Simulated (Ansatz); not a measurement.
Consider BiB in the zinc blende structure (space group F-43m, No. 216; a = 5.4556 Å; a hypothetical phase, not in the database extracts checked).

Now apply this change: an isotropic linear strain of −0.84 %, atoms relaxed at fixed cell.

Levels (all Ansatz, a first-principles code, PAW): PBEsol (420 eV, no spin-orbit coupling); PBEsol+SOC (420 eV, noncollinear with spin-orbit coupling).

The geometry is relaxed with PBEsol.

* **PBEsol lowest conduction level above the VBM at special points**: L 0.55 eV; Γ 0.63 eV; X 0.79 eV; U 1.24 eV
* **PBEsol pressure**: 2.19 GPa
* **PBEsol electron mass**: 2.6 mₑ along k, 0.11 mₑ across (at L)
* **PBEsol smallest direct gap**: 0.63 eV

Question: What does PBEsol+SOC give at this geometry for the lowest conduction level above the VBM at special points, pressure, electron mass and smallest direct gap?

Answer: The lowest conduction level above the VBM at special points goes from L 0.55 eV; Γ 0.63 eV; X 0.79 eV; U 1.24 eV to L 0.38 eV; Γ 0.45 eV; X 0.61 eV; U 1.04 eV; the pressure shrinks by 0.19 GPa (2.19 GPa → 2.00 GPa); the electron mass becomes 2.7 mₑ along k, 0.12 mₑ across (at L) (PBEsol: 2.6 mₑ along k, 0.11 mₑ across (at L)); the smallest direct gap decreases by 0.18 eV (0.63 eV → 0.45 eV). The threefold valence maximum splits by Δso ≈ 1.34 eV.

Single points use the geometry relaxed with PBEsol. The spin-orbit shifts are approximate. With Bi present, leaving out spin-orbit coupling can change the band edges. Effective masses come from finite differences of ±0.01 Å⁻¹. Along k means along the line from Γ to the band edge. Whether these cells are dynamically stable was not tested.
